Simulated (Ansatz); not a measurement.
The starting structures come from a database of crystals and need not be the phases stable at ambient conditions.

By LDA and PBEsol, the system below comes out a metal.

```
CELL_PARAMETERS angstrom
      2.53410     0.00000     0.00000
     -1.26705     2.19459     0.00000
      0.00000     0.00000     4.11257
ATOMIC_POSITIONS crystal
  Cu 0.33333 0.66667 0.25000
  Cu 0.66667 0.33333 0.75000
```

Space group of this cell: P6_3/mmc, hcp (Mg type). The cell is taken as given; by PBEsol its mean pressure is -1.6 GPa.

The current runs along the normal of the first two printed vectors, the (001) plane. All runs by Ansatz (a program for electronic structure), plane waves and PAW, without spin-orbit coupling; the base is PBEsol.

| run | mean pressure (GPa) | G/A, both spins (10¹⁵ S/m²) |
|---|---|---|
| base | -1.6 | 1.07 |
| all lengths scaled by 0.98 | 9.6 | 1.11 |
| all lengths scaled by 1.02 | -9.7 | [?] |
| lda in place of pbesol | -8.1 | 1.07 |
| lengths across the current scaled by 0.98, ions clamped | 5.5 | [?] |
| lengths across the current scaled by 1.02, ions clamped | -7.2 | 1.07 |
| lengths along the current scaled by 0.97, ions clamped | 3.9 | 1.13 |
| lengths along the current scaled by 1.03, ions clamped | -5.9 | [?] |

**Question.** Fill in the missing entries.

**Answer.** 
- all lengths scaled by 1.02, G/A, both spins (10¹⁵ S/m²): 1.03
- lengths across the current scaled by 0.98, ions clamped, G/A, both spins (10¹⁵ S/m²): 1.10
- lengths along the current scaled by 1.03, ions clamped, G/A, both spins (10¹⁵ S/m²): 1.06
